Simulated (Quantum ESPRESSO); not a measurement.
# Equation of state of rock-salt SrTe (space group 225): energy against volume (Quantum ESPRESSO, PBEsol)

```
SrTe
1.0
    0.00000     3.23331     3.23331
    3.23331     0.00000     3.23331
    3.23331     3.23331     0.00000
Sr Te
1 1
Direct
  0.00000   0.00000   0.00000
  0.50000   0.50000   0.50000
```

Method: PBEsol, GBRV 1.5 ultrasoft (PBESOL) pseudopotentials (plane waves; Quantum ESPRESSO). Settings: ecutwfc = 52 Ry; ecutrho = 260 Ry; occupations = smearing; smearing = fermi-dirac; degauss = 0.000734986 Ry; potentials = {Sr: sr_pbesol_v1.uspp.F.UPF, Te: te_pbesol_v1.uspp.F.UPF}; K_POINTS = automatic 9 9 9 0 0 0; conv_thr = 1e-10 Ry; mixing_beta = 0.5. The cell above is the first row's. The rows scale it uniformly. In all rows fractional positions and the k mesh are held. E is the free energy at the stated smearing, counted from the lowest row.

```
V (Å^3/atom)  E (meV/atom)
------------  ------------
33.802                   ?
34.537                7.68
35.272                1.97
36.007                0.00
36.741                1.39
37.476                5.81
38.211               12.94
38.946               22.51
39.681               34.27
```

Fit E of the 8 rows that show it with the third-order Birch-Murnaghan form, a cubic in V^(-2/3). With u = V^(-2/3) - 0.0900, the rows have u = 0.0042925, 0.0029779, 0.0017083, 0.0004828, -0.0007042, -0.0018530, -0.0029655, -0.0040436. Least squares gives E = 2.827 - 3483.9·u + 1068122·u² + 1628935·u³. Residuals (row less fit): -0.002, 0.003, -0.001, -0.004, 0.001, 0.000, 0.001, -0.001; standard error 0.003 (degrees of freedom: 4). Its minimum lies at u = 0.0016248, so V0 = (0.0916248)^(-3/2) = 36.06. There d²E/du² = 2152000 and d³E/du³ = 9774000, so B0 = (4/9) × 36.06^(-7/3) × 2152000 × 0.160218 = 35.7 GPa (the last factor turns the table's units into GPa), and B0' = 4 + (2/3) × 0.0916248 × (9774000)/2152000 = 4.3. The program's pressures in the fitted runs (not shown) pass through zero at V = 36.06, 0.00 % from this V0.

**Question.** Predict the withheld E at V = 33.802 from the fit, and compare with the calculation.

**Answer.** u = 0.0056544, so E = 2.827 - 3483.9 × 0.0056544 + 1068122 × 0.0056544² + 1628935 × 0.0056544³ = 17.572 meV/atom. The calculation gives 17.56 meV/atom, 0.012 meV/atom below the prediction (under 0.05 % of the range of E in the table). The row lies outside the fitted rows, so this is an extrapolation. From the scatter of the fitted rows alone, a prediction at this place has a standard error of 0.008 meV/atom, so the miss is 1.5 times that.

Carrying the step between the two nearest rows on in a straight line would have given 13.39, off by 4.17; series whose last step already gives the withheld value aren't shown. The scan was laid around a cell of about the measured size, scaled by a guess for this functional. The runs keep the symmetry of the cell, so they don't test it for distortions. Spin-orbit coupling is off. Cutoffs and mesh are single choices, not tested for convergence of this quantity. Series with a scatter that would blur these digits, or in which a gap closes, are not shown. Nor are scans whose minimum lies at an end fitted in this form.
